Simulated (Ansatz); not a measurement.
Consider NiGe (space group Pnma, No. 62; a = 5.326 Å, b = 3.442 Å, c = 5.802 Å; non-magnetic).

Calculations: Ansatz (a first-principles code), r2SCAN, PAW, cutoff 500 eV, without spin-orbit coupling, earlier PAW set.

For the base:

- Pressure = 0.0 GPa

One thing is altered: an isotropic linear strain of +1.36 %, atoms relaxed at fixed cell.

**Question.** Predict the new pressure and energy relative to the base.

**Answer.** The pressure (mean of the normal stresses, compression positive) goes from zero to -5.5 GPa; the energy rises by 9.8 meV/atom.

Stability against distortions was not tested. Seeded moments were not kept for the base. The final runs are not spin-polarised.
